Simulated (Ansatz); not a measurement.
Adsorption energy and surface dipole of N on the 1x1 (111) surface of fcc Rh, one in a 2x2 cell, started at the site 'hollow Rh-Rh-Rh over Rh at depth 2.2 Å', worked from the runs' numbers; total energies count from the potentials' own zero.

Computed with RPBE, at the PBE geometry (plane waves to 420 eV, PAW; Ansatz, an electronic-structure program).

Slab: 17 atoms, 6.5 Å thick at the start under the adsorbate (thin: gaps and levels are the slab's own); k 6x6x1, smearing 0.1 eV, dipole-corrected; single point; on the structure that PBE left under its start's symmetry; no spin, no spin-orbit, no U, no dispersion correction. At the end it is bonded to 3 Rh. In PBE it is, or lies within 0.03 eV of, the lowest of the starts that converged; the order may differ at this level.

| quantity | value |
|---|---|
| slab with the adsorbate | -102945.852 eV |
| clean slab, same cell and mesh | -102560.147 eV |
| reference, ½ N2(g) | -385.754 eV |
| area of the cell | 25.41 Å² |
| change of the step from the bottom to the top vacuum level | 0.459 eV |

Task: What is the adsorption energy against this reference?

Result: E(slab + adsorbate) − E(slab) − E(reference) = 0.05 eV, so in this state the adsorbate is less stable than in the reference, at a coverage of 3.94 a nm².

Task: What dipole does adsorption add to the slab along the outward normal (Helmholtz relation, ε₀ = 0.005526 e/(V·Å))?

Result: p = −ε₀·A·ΔV = -0.064 e·Å = -0.31 D; its negative end points to the vacuum, which raises the vacuum level.
